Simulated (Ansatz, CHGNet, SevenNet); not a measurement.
NbP (I4₁md, No. 109, 4 atoms in the cell; start mp-9339): properties by level of theory

| level (code) | equilibrium lattice constant a (Å) | lattice parameter c (Å) |
|---|---|---|
| CHGNet-r²SCAN | 3.305 | (withheld) |
| SevenNet-0 | 3.343 | 11.597 |
| LDA (Ansatz) | 3.304 | (withheld) |
| PBEsol (Ansatz) | (withheld) | 11.289 |
| PBE-D4 (Ansatz) | 3.327 | 11.322 |

Question: What belongs in the gaps?

Answer: 
- CHGNet-r²SCAN, lattice parameter c (Å): 11.812
- LDA (Ansatz, a first-principles code), lattice parameter c (Å): 11.230
- PBEsol (Ansatz), equilibrium lattice constant a (Å): 3.320

Caveats: the relaxation could not lower the start's symmetry, so the cell can be a saddle point above a distorted one (CHGNet-r²SCAN, SevenNet-0, LDA, PBEsol, PBE-D4). Ansatz's density-functional and Hartree–Fock values are scalar-relativistic unless marked +SOC, with PAW data made under PBE.

A start named mp-… is a Materials Project structure, which need not be a measured phase.
